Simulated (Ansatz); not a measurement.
**Migration barriers: interstitial N in hcp Ru, neutral cell**

Defect: interstitial N in hcp Ru, neutral cell. Calculation: PBE, PAW (plane waves to 420 eV; Ansatz, a program for electronic structure).

36-site cell at the relaxed PBE lattice, a 2×2×2 k-point mesh shifted by half a step along c, smearing 0.10 eV, spin-restricted, no finite-size correction. Energies are static. Sites that were not tried may lie lower. The order of the sites in energy changes with the mesh.

Barriers: single points on a 4×4×4 k-point mesh shifted by half a step along c at the bands' geometries (they differ from the bands' own by up to 0.23 eV, and are uncertain by about as much).

```csv
Route,Start site over the lowest site run (eV),Hop (Å),Forward barrier (eV),Backward barrier (eV),Neighbours at the start,Neighbours at the saddle,Saddle order,"Forward, on the band's own sampling (eV)"
N moves alone to another site,0.20,1.63,0.93,1.12,"Ru at 1.85, 3 Ru at 1.88 Å","Ru at 1.83, 2 Ru at 1.85 Å","not checked, on a symmetry element",1.16
```

Paths come from nudged elastic bands with a climbing image.  A band can be held on a symmetry element, so unchecked saddle points there may be too high. A further band (N moves alone to another site, 2.32 Å) gave 1.16 eV forward on its own sampling, 1.16 eV above the lowest site run, but a shoulder points to a second hump between its images, so it is not taken as a result.
